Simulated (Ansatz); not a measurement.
The parent structure is Au in the fcc (Cu type) structure (space group Fm-3m, No. 225; relaxed with 0.1 eV smearing).

```xyz
1
Lattice="0.0000 2.0238 2.0238 2.0238 0.0000 2.0238 2.0238 2.0238 0.0000" Properties=species:S:1:pos:R:3 pbc="T T T"
Au     0.0000     0.0000     0.0000
```

Cartesian axes are those of the cell as printed.

All numbers come from Ansatz (a quantum-chemistry and plane-wave program) LDA, scalar-relativistic without spin-orbit coupling.

It is then changed as follows: a pure shear with ε_xy = ε_yx = 0.0200; the atoms relax in the strained cell.

Q: Predict the stress tensor and what it implies for the stiffness.

A: Stress of the strained cell less that of the base (GPa, compression positive):
```
    0.5    -1.4     0.0
   -1.4     0.5     0.0
    0.0     0.0     0.0
```

Then −Δσ/γ with γ = 2ε = 0.0400 gives secant stiffness values (nonlinear terms included at this strain): C66 ≈ 36 GPa.

Stability against distortions was not tested.
